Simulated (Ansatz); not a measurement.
**TiAl under a change: biaxial strain +1.05 %, plane normal [001], relaxed out of plane**

The reference is TiAl (space group P4/mmm, No. 123; a = 2.8129 Å, c = 4.0584 Å). Axes: x, y, z lie along a, b, c of the conventional cell.

Perturbation: biaxial strain +1.05 %, plane normal [001], relaxed out of plane (Cartesian); in-plane vectors clamped, the third vector and the atoms free.

All numbers come from r2SCAN in Ansatz (plane waves to 500 eV, PAW, scalar-relativistic without spin-orbit coupling). Settings: 16×16×12 k-points, 0.05 eV Fermi–Dirac smearing.

- Volume per atom: 16.23 Å³ (base 16.06 Å³)
- Space group: P4/mmm (No. 123) (base P4/mmm (No. 123))
- Shortest interatomic distance: 2.842 Å (base 2.813 Å)
- Pressure (mean of the normal stresses, compression positive): -1.3 GPa (base 0.0 GPa)
- Band gap: zero (base zero)
- Out-of-plane strain: -0.99 % (rough)
- Mean in-plane stress (compression positive): -2.0 GPa (rough)

Final structure (turned so that z lies along the plane normal):

```
TiAl
1.0
    2.84245     0.00000     0.00000
    0.00000     2.84245     0.00000
    0.00000     0.00000     4.01832
Al Ti
1 1
Cartesian
  1.42123   1.42123   2.00916
  0.00000   0.00000   0.00000
```

Without a gap, meshes like the base's 16×16×12 leave anisotropic stresses uncertain by several tenths of a GPa, and small strain energies with them. Whether these cells are dynamically stable was not tested. The final runs are not spin-polarised.

Ansatz is a program for electronic structure.
